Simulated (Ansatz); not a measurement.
Structure of amorphous Ge$_{12}$Sb$_{12}$Te$_{30}$Ag$_{3}$ (periodic cell):

```xyz
57
Lattice="11.9396 -0.2660 -0.0279 -0.2660 11.1954 0.4312 -0.0279 0.4312 12.8408" Properties=species:S:1:pos:R:3 pbc="T T T"
Ge     0.2887     7.7158     9.5345
Ge     1.3322     0.4848    10.2756
Ge     2.1231     2.3019     7.2620
Ge    10.5666     5.4803    11.8212
Ge     3.6018    10.1680     3.4689
Ge     5.4261    10.8344    12.3243
Ge     3.9469     8.3419    11.1706
Ge    11.8462     3.0774     4.8822
Ge    11.5610     4.0468     8.6205
Ge     8.8801     7.0834    10.6464
Ge     0.7474     4.5083    10.9423
Ge     7.5394     3.8981     7.6147
Sb     5.8672     6.8997     7.9408
Sb     0.2390     8.9248     1.2067
Sb    -0.0519     8.1477     5.4864
Sb    10.0201     4.4714     1.6338
Sb    11.2931    10.7084     5.3280
Sb     8.1127     7.8139     0.5032
Sb     4.0185     3.1704     1.6948
Sb     8.8415     1.5123     5.0255
Sb     7.2687     8.1437     4.7635
Sb     8.2251     1.7194     0.8301
Sb     5.0408     0.8850     6.2714
Sb     1.4584     1.7407     1.4317
Te     4.3486    11.0926     9.6338
Te     5.5226     2.3710    12.4642
Te     6.6157     8.9458     9.9941
Te     7.6296     1.0651     7.6009
Te    10.7160     9.2266    10.9523
Te     2.0008     7.9545     3.4577
Te     0.8282     4.5670     2.6315
Te     9.8608     7.1924     2.7741
Te    10.3106    10.9701     2.5771
Te     4.1573     6.1569     0.7787
Te     4.7834     9.2114     5.9678
Te     5.8454     8.8755     1.9017
Te     6.3416     1.5631     3.5947
Te    11.4416     1.3723     7.9797
Te     6.9625     5.0899     1.2755
Te     1.3901     7.1489    12.6383
Te     9.3254     4.3368     5.0414
Te    11.6449     1.9106    11.7570
Te     8.1616    11.2376    12.1306
Te     5.2152     4.3990     6.2044
Te     6.4480     4.8952    10.1809
Te     1.3790     4.9367     6.6680
Te     2.5235    10.6081     0.5380
Te     2.3685     1.0045     4.2290
Te     8.9856     9.1476     6.7579
Te     8.8964     3.4558    10.8828
Te     1.2636     9.5262     7.6293
Te     9.9543     6.3289     8.1680
Te     3.1754     2.5810     9.8106
Te     3.4028     6.4357     9.2282
Ag     3.3071     4.6792    11.7448
Ag     6.6142     5.2558     3.9960
Ag     7.6419    10.5207     3.3006
```

Computed with PBE-D3(BJ), scalar-relativistic without spin-orbit coupling, PAW (Ansatz default set, large-core Te) (plane waves to 420 eV; Ansatz, a quantum-chemistry and plane-wave program).

A CHGNet melt-quench gave the starting glass, which DFT then relaxed. The hot cell started wider than the set density and was brought back towards it in steps. It is the lowest in DFT energy of 3 quenches. It is a model cell: composition and starting density were chosen by hand, and all elements were melted together. The geometry includes D3(BJ) dispersion. Its density started from a set value of 5.96 and ended at 6.28 g/cm³. The quench (nominally 76 K/ps over its main leg) was far faster than any real one, so the model tends to hold more defects than a real film. Values belong to this one cell and scatter from quench to quench. Volume and shape were free in the relaxation. On a 2×2×2 Γ-centred mesh force components of up to 0.28 eV/Å stay, since the relaxation ran on one k-point at (1/4, 1/4, 1/4).

Cut-offs for bonds: Ge-Ge 2.82 Å, Ge-Sb 3.11 Å, Ge-Te 3.02 Å, Ge-Ag 3.18 Å, Sb-Sb 3.12 Å, Sb-Te 3.42 Å, Sb-Ag 3.41 Å, Te-Te 3.31 Å, Te-Ag 3.40 Å, Ag-Ag 3.48 Å.

**Question.** Give the coordination numbers, mean bond lengths and angles.

**Answer.** 
```json
{
  "Mean coordination of Ge": "3.42 (1 with 2, 6 with 3, 4 with 4, 1 with 5)",
  "Mean coordination of Sb": "5.00 (1 with 3, 2 with 4, 5 with 5, 4 with 6)",
  "Mean coordination of Te": "3.53 (2 with 2, 13 with 3, 12 with 4, 3 with 5)",
  "Mean coordination of Ag": "5.67 (1 with 4, 1 with 6, 1 with 7)",
  "Mean Sb-Te bond": "3.067 Å (spread 0.177 Å, 49 counted)",
  "Mean Ge-Te bond": "2.823 Å (spread 0.081 Å, 32 counted)",
  "Mean Te-Te bond": "3.107 Å (spread 0.132 Å, 7 counted)",
  "Mean Te-Ag bond": "2.931 Å (spread 0.188 Å, 11 counted)",
  "Bond angle at Ge": "mean 103.5°, spread 19.3°",
  "Bond angle at Sb": "mean 102.2°, spread 30.1°",
  "Bond angle at Te": "mean 101.4°, spread 27.9°",
  "Bond angle at Ag": "mean 102.8°, spread 31.2°"
}
```

**Question.** List the pairs of like atoms that count as bonded by the rules above.

**Answer.** Ge4-Ge10 (2.61 Å), Ge4-Ge11 (2.62 Å), Ge9-Ge11 (2.56 Å), Sb15-Sb17 (2.89 Å), Sb19-Sb24 (2.94 Å), Te25-Te53 (3.11 Å), Te25-Te27 (3.14 Å), Te34-Te40 (2.96 Å), Te34-Te39 (3.04 Å), Te42-Te50 (3.27 Å), Te45-Te50 (2.93 Å), Te49-Te52 (3.30 Å).
